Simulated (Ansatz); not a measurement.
**Response to strain in ScAl3**

Start from ScAl3 in the Cu3Au type structure (space group Pm-3m, No. 221; a = 4.107 Å; relaxed with 0.1 eV smearing).

Strains are applied to the cell and any free atomic positions relax.

Method: plane-wave PAW DFT at the PBE level (Ansatz, an electronic-structure program, 420 eV), no spin-orbit coupling.

Notes on the quantities. energy relative to the base: free energy F.

| isotropic strain (%) | energy relative to the base (meV/atom) |
|---|---|
| -3 | 41.5 |
| -2.4 | 26.1 |
| -1.8 | 14.4 |
| -1.2 | ? |
| -0.6 | 1.5 |
| 0 | 0.0 |

Q: Fit ΔE = Aε² + Bε³ (ε in %) to the rows shown and predict the withheld row.

A: Least squares on the printed values gives A = 4.20 and B = -0.14 meV/atom (largest residual 0.0 meV/atom); this predicts 6.3 meV/atom, and the run gives 6.3 meV/atom, in agreement.

Stability against distortions was not tested. All final runs are without spin polarisation.
